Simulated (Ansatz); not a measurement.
What a tighter setting buys: basis.ecutwfc, MgRh (Pm-3m, 2 atoms in the cell)

```xyz
2
Lattice="3.0992 0.0000 0.0000 0.0000 3.0992 0.0000 0.0000 0.0000 3.0992" Properties=species:S:1:pos:R:3 pbc="T T T"
Rh     1.5496     1.5496     1.5496
Mg     0.0000     0.0000     0.0000
```

Method of the run: PBEsol, default PAW files made with PBE (plane waves; Ansatz, a first-principles code).

Base settings: basis.ecutwfc = 420 eV; kpoints.mp_grid.grid = 11 11 11; hamiltonian.xc = pbesol; hamiltonian.pseudopotentials = {kind: paw} (the program's default PAW files); scf.occupations.method = gaussian; scf.occupations.width = 0.136 eV.

Misses are taken against the tightest run, 840 eV, which need not be fully converged itself. The energy is the free energy per atom.

The count of work is k-points × plane waves × bands × iterations; it is no time, and leaves out set-up, grids and terms that scale otherwise. 

Ansatz's pressure holds its estimate of the finite-basis (Pulay) stress, which hides part of the cutoff error; the uncorrected pressure shows it.

The starting cell comes from a database of published, mostly measured structures (it also holds non-ambient and calculated ones), without a prior relaxation at this level. Spin polarisation is off. Ansatz's pressure includes its estimate of the finite-basis (Pulay) stress.

The runs (basis.ecutwfc): 170 eV | 210 eV | 250 eV | 295 eV | 335 eV | 380 eV | 420 eV | 485 eV | 545 eV | 630 eV | 735 eV | 840 eV.

**Question.** Which is the coarsest setting among those run that, with all tighter ones, holds the energy within 10 meV/atom of the reference, and what does it save?

**Answer.** 380 eV, off by 2.2 meV/atom; it needs 0.29 of the reference's count of work.

**Question.** Which is the coarsest setting among those run that, with all tighter ones, holds the energy within 2 meV/atom of the reference, and what does it save?

**Answer.** 420 eV, off by 1.2 meV/atom; it needs 0.36 of the reference's count of work.

**Question.** What does the step from 170 eV to 420 eV buy?

**Answer.** It takes the miss in the energy from 18000 to 1.2 meV/atom, for 3.4 times the count of work.

| basis.ecutwfc | energy less reference (meV/atom) | pressure less reference (GPa) | uncorrected pressure less reference (GPa) | count of work / reference |
|---|---|---|---|---|
| 170 eV | 17966.30 | 25.28 | -756.49 | 0.10 |
| 210 eV | 4137.68 | -3.54 | -233.57 | 0.12 |
| 250 eV | 880.05 | -0.52 | -64.80 | 0.15 |
| 295 eV | 127.46 | -0.14 | -12.47 | 0.21 |
| 335 eV | 16.91 | 0.14 | -2.04 | 0.27 |
| 380 eV | 2.18 | 0.04 | -0.12 | 0.29 |
| 420 eV | 1.24 | 0.01 | -0.02 | 0.36 |
| 485 eV | 0.48 | 0.01 | -0.02 | 0.45 |
| 545 eV | 0.22 | 0.00 | 0.00 | 0.51 |
| 630 eV | 0.12 | 0.00 | 0.00 | 0.63 |
| 735 eV | 0.04 | 0.00 | 0.00 | 0.82 |
| 840 eV | 0.00 | 0.00 | 0.00 | 1.0 |

Keys are those of Ansatz 0.2.
